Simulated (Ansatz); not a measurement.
The cell is made up: elements placed on another compound's structure type, so the phase may be hypothetical.

By PBEsol, the system below comes out a metal.

A figure of merit of an interconnect metal is its ballistic conductance per area.

Input:

```xyz
5
Lattice="4.1028 0.0000 0.0000 0.0000 5.8022 0.0000 0.0000 2.9011 2.9011" Properties=species:S:1:pos:R:3 pbc="T T T"
Al     0.0000     0.0000     0.0000
Pd     2.0514     1.4506     1.4506
Pd     2.0514     4.3517     1.4506
Pd     0.0000     2.9011     0.0000
B      2.0514     2.9011     0.0000
```

Space group of this cell: Pm-3m, cubic perovskite. The cell was relaxed by PBE-D3(BJ).

The current flows along the normal of the first two printed cell vectors. No spin-orbit coupling; the value is a mean over 0.1 eV about the Fermi level.

Q: Compute, with PBEsol in Ansatz (an electronic-structure program), the ballistic conductance per area.

A: 0.67 × 10¹⁵ S/m² for both spins.
